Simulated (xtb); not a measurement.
xtb 6.7.1, GFN2-xTB: Ge(H)2(F)(Me) ([CH3][GeH2][F]), 8 atoms. The geometry is a generated start, not checked to be a minimum at this level.

run flags: --grad
method: GFN2-xTB
--acc: 1 (default)
--etemp (K): 300 (default)
basis functions: 23
valence electrons: 20

```xyz
8

Ge     0.8749     0.2118     0.0773
C     -1.0643    -0.0956     0.0341
F      1.5483    -1.0212    -0.9671
H      1.3738     1.4716    -0.5728
H      1.5764    -0.0790     1.3728
H     -1.2963    -1.0727     0.4561
H     -1.6010     0.6628     0.5971
H     -1.4118    -0.0779    -0.9974
```

One run each on 1 thread. Values of broydamp tried: 0.02, 0.05, 0.1, 0.2, 0.4 (default), 0.6, 0.8, 1.

### Question
How does the count of SCC iterations change with broydamp, and where is it least?

### Answer
Fewest SCC iterations, within one of each other: 0.2 with 12, 0.4 (default) with 11, 0.6 with 11, 0.8 with 11, 1 with 12. The count rises to 17 at 0.02. All converge to one solution.

```json
[
 {"broydamp": "0.02", "SCC iterations": "17", "end": "same solution"},
 {"broydamp": "0.05", "SCC iterations": "15", "end": "same solution"},
 {"broydamp": "0.1", "SCC iterations": "14", "end": "same solution"},
 {"broydamp": "0.2", "SCC iterations": "12", "end": "same solution"},
 {"broydamp": "0.4 (default)", "SCC iterations": "11", "end": "same solution"},
 {"broydamp": "0.6", "SCC iterations": "11", "end": "same solution"},
 {"broydamp": "0.8", "SCC iterations": "11", "end": "same solution"},
 {"broydamp": "1", "SCC iterations": "12", "end": "same solution"}
]
```
